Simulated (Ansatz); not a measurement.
**A computed series for MgS: response to strain**

Take MgS in the rock salt structure (space group Fm-3m, No. 225; a = 5.2030 Å) as the base.

Strains are applied to the cell and any free atomic positions relax.

The values are results of r2SCAN in Ansatz (plane waves to 500 eV, PAW, no spin-orbit coupling), not measurements.

```csv
isotropic strain (%),band gap (eV)
-3,3.65
-2.5,3.62
-2,3.59
-1.5,3.56
-1,?
-0.5,3.49
0,3.46
```

Q: Fit E_g = E₀ + Dε (ε in %) to the rows shown and predict the withheld row.

A: Least squares on the printed values gives E₀ = 3.46 eV, D = -64.0 meV per % of strain (largest residual 0.00 eV); this predicts 3.52 eV, and the run gives 3.53 eV, in agreement.

Whether these cells are dynamically stable was not tested.

Ansatz is a program for electronic structure.
